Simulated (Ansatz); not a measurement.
An Ansatz (a first-principles code) run: TiO2 with a change (uniaxial stress, 3 GPa tension along x); PBEsol/PAW in Ansatz, without spin-orbit coupling.

Input:

Ansatz 0.2 input:
```yaml
crystal:
  lattice:
    - [-1.8848889911, 1.8848889911, 4.7758757039]
    - [1.8848889911, -1.8848889911, 4.7758757039]
    - [1.8848889911, 1.8848889911, -4.7758757039]
  atoms:
    - { symbol: Ti, position: [0.5, 0.5, 0] }
    - { symbol: Ti, position: [0.25, 0.75, 0.5] }
    - { symbol: O, position: [0.2924726221, 0.2924726221, 0] }
    - { symbol: O, position: [0.0424726221, 0.5424726221, 0.5] }
    - { symbol: O, position: [0.4575273779, 0.9575273779, 0.5] }
    - { symbol: O, position: [0.7075273779, 0.7075273779, 0] }
basis: { ecutwfc: 420, ecutrho_ratio: 4, xc_grid: 2, fft_grid_basis: typed }
kpoints: { mp_grid: { grid: [12, 12, 12] } }
hamiltonian:
  xc: pbesol
  dispersion: none
  pseudopotentials: { kind: paw }
scf: { occupations: { method: fermi_dirac, width: 0.05 } }
relax: { f_tol: 0.005, max_steps: 50, cell: { stress_tol: 0.01, sigma_target: [-3, 0, 0, 0, 0, 0] } }
output: { forces: true, stress: true }
checkpoint: { write: state.ck, write_every: 1000 }
```

Output (explanatory and most iteration lines left out):

```
Relaxation: its limit of steps is 50 (relax.max_steps)
Pseudopotential: Ti, paw, valence charge 12
Pseudopotential: O, paw, valence charge 6
Crystal: 6 atoms, lattice volume = 67.871 Å³
Basis set: ecut = 420 eV, 1315 PW (Γ), exchange–correlation on 80×80×80 points (8 copies of the dense FFT grid, shifted against one another)
Bands: 30, of which v1, the nominal top of the filled ones, is band 24 counted from 1 (23 counted from 0)
Symmetry: 8 space group operations
k-points: 280 of 1728
Functional: x = pbesol(κ = 0.804, μ = 0.12345679012345678), c = pbesol(β = 0.046)
SCF iter   1: F=—  HF=-7199.764333 eV  |F-HF|=—  |Δ(HF+E_count)|=         —  Δρ=1.61e-2  dr2=1.35e-1  ethr=1.77e-3  ⟨swp⟩=5.1  Hψ=34548  notcnv=0
SCF iter   2: F=—  HF=-7199.768760 eV  |F-HF|=—  |Δ(HF+E_count)|=   4.43e-3  Δρ=1.66e-2  dr2=1.84e-1  ethr=2.81e-4  ⟨swp⟩=2.0  Hψ=16308  notcnv=0  defer=433
SCF 1 converged in 6 iterations: F = -7199.733227 eV  dr2 = 4.46e-8
relax step   1: F+E_penalty+E_count = -7199.73322697 eV  Δ(F+E_penalty+E_count) = +0.000e0 eV  max|allowed force component| = 4.782e-5 eV/Å  Δτ_max = 0.0000 Å  P = -0.001 GPa  Ω = 67.871 Å³  (6 SCF iters, dr2 threshold 1.00e-7 eV, accepted)
[... steps on the carried basis left out ...]
relax step  11: F+E_penalty+E_count = -7199.72515445 eV  Δ(F+E_penalty+E_count) = +1.476e-5 eV  max|allowed force component| = 3.003e-5 eV/Å  Δτ_max = 0.0000 Å  P = -1.000 GPa  Ω = 68.071 Å³  stress off target by 1.25e-3 GPa  SCF on the basis re-selected at this cell (its energy is not comparable with the rows above)  (6 SCF iters)
SCF converged after 6 iterations
Free energy (F): -7199.725154 eV
Internal energy: -7199.725154 eV  (E = F + TS)
E sigma→0 (E₀):  -7199.725154 eV
Fermi energy:    8.310579 eV
--- Forces (eV/Å), atoms counted from 1 ---
  atom   1  Ti     0.00000000     0.00000000     0.00000121
  atom   2  Ti     0.00000000     0.00000000    -0.00000121
  atom   3  O      0.00000000     0.00000000    -0.00002154
  atom   4  O      0.00000000     0.00000000    -0.00003003
  atom   5  O      0.00000000     0.00000000     0.00002154
  atom   6  O      0.00000000     0.00000000     0.00003003
--- Stress (GPa, compression-positive) ---
       -2.999170       0.000000       0.000000
        0.000000      -0.000091       0.000000
        0.000000       0.000000      -0.001252
  P = ⅓ Tr σ = -1.0002 GPa (-10.002 kbar)
--- Relaxed structure (8 steps of the walk, 8 accepted, 3 SCFs on fresh bases) ---
  cell:  # Å, volume = 68.0707 Å³
    - [-1.9090610550866567, 1.8805874565199703, 4.740090118036269]
    - [1.9090610550866567, -1.8805874565199703, 4.740090118036269]
    - [1.9090610550866567, 1.8805874565199703, -4.740090118036269]
  atoms:
    - { symbol: Ti, position: [0.49842033283527293, 0.49842033283527293, 5.3217378712382116e-37] }
    - { symbol: Ti, position: [0.251579667164727, 0.751579667164727, 0.5] }
    - { symbol: O, position: [0.2915538802934547, 0.2915538802934547, 5.3217378712382116e-37] }
    - { symbol: O, position: [0.041431759888548976, 0.541431759888549, 0.49999999999999994] }
    - { symbol: O, position: [0.4584461197065454, 0.9584461197065455, 0.5] }
    - { symbol: O, position: [0.7085682401114511, 0.7085682401114511, 5.3217378712382116e-37] }
```

Load acts through the strain it causes; cell and atoms are relaxed under it. sigma_target is in GPa, compression positive, in the order xx, yy, zz, yz, xz, xy. Stability under load was not tested beyond the relaxation. The final runs are not spin-polarised. The cell was made from TiO$_{2}$ in the anatase structure (space group I4_1/amd, No. 141) by this change: uniaxial stress, 3 GPa tension along x.
